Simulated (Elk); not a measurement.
Input and output of a self-consistent single point for HfN (I4mm, 2 atoms in the cell) (Elk).

Method: Elk 10.2.4 with PBEsol, all-electron FP-LAPW, Elk's shipped species files, default APW+lo basis.

The change in words: lattice scaled by 0.98; rgkmax: 7 → 7.67. Reference geometry:
```
CELL_PARAMETERS angstrom
      0.00000     2.24870     2.24870
      2.24870     0.00000     2.24870
      2.24870     2.24870     0.00000
ATOMIC_POSITIONS crystal
  Hf 0.01112 0.01112 0.98888
  N  0.50000 0.50000 0.50000
```

Reference input (self-consistent single point, DFT, PBEsol, all-electron FP-LAPW, Elk's shipped species files, default APW+lo basis): xctype = 22; rgkmax = 7; stype = 3; swidth = 0.00367493 Ha; ngridk = 5 5 5; rmtscf = 0.84. This run's input differs from it in these lines:

```diff
@@ -7,3 +7,3 @@
 rgkmax
-  7.0
+  7.67
 
@@ -19,3 +19,3 @@
 scale
-  6.009597489
+  5.889405539
```

The program printed (abridged):

```
│ Self-consistent loop started │
│ Loop number : 1 │
 total energy                :     -15140.8399714
│ Loop number : 2 │
 total energy                :     -15141.4277492
RMS change in Kohn-Sham potential (target) :    1.787865895     (  0.1000000000E-05)
Absolute change in total energy (target)   :   0.5877778548     (  0.1000000000E-03)
│ Loop number : 3 │
 total energy                :     -15140.8941968
RMS change in Kohn-Sham potential (target) :    1.760091585     (  0.1000000000E-05)
Absolute change in total energy (target)   :   0.3866080157     (  0.1000000000E-03)
│ Loop number : 4 │
   [... lines left out ...]
Absolute change in total energy (target)   :    328.2419114     (  0.1000000000E-03)
│ Loop number : 198 │
 total energy                :     -14755.6162541
RMS change in Kohn-Sham potential (target) :    5.082704330     (  0.1000000000E-05)
Absolute change in total energy (target)   :    111.8066552     (  0.1000000000E-03)
│ Loop number : 199 │
 total energy                :     -15165.6594735
RMS change in Kohn-Sham potential (target) :   0.2321934140     (  0.1000000000E-05)
Absolute change in total energy (target)   :    382.0915556     (  0.1000000000E-03)
│ Loop number : 200 │
Reached self-consistent loops maximum

Energies :
 Fermi                       :     0.566313525199
 total energy                :     -15212.5055958

Density of states at Fermi energy :    30.63691356
 (states/Hartree/unit cell)

Estimated indirect band gap :   0.2424315852E-01
 from k-point      1 to k-point     24
Estimated direct band gap   :   0.8117419551E-01
 at k-point      1

Charges :
 core                        :    48.00000000
 valence                     :    31.00000000
 interstitial                :    3.550152087
 muffin-tins (core leakage)
  species :    1 (Hf)
   atom    1                 :    69.78404968     (  0.8343696564E-05)
  species :    2 (N)
   atom    1                 :    5.665798229     (  0.3927278405E-05)
 total in muffin-tins        :    75.44984791
 total calculated charge     :    78.99579712
 total charge                :    79.00000000
 error                       :   0.4202881408E-02

│ Self-consistent loop stopped │
```

The run ended unconverged after 200 iterations. 

The starting cell has typed, rounded lattice constants, without a prior relaxation at this level. Its lattice was rescaled by up to half a per cent. One atom was moved a little off its site on purpose. For this run, on top of that: lattice scaled by 0.98. Spin-orbit coupling is off. Values depend on the basis (sphere radii, cutoffs, local orbitals), which need not be converged.

Cost on one core of a shared machine: roughly 2 min.
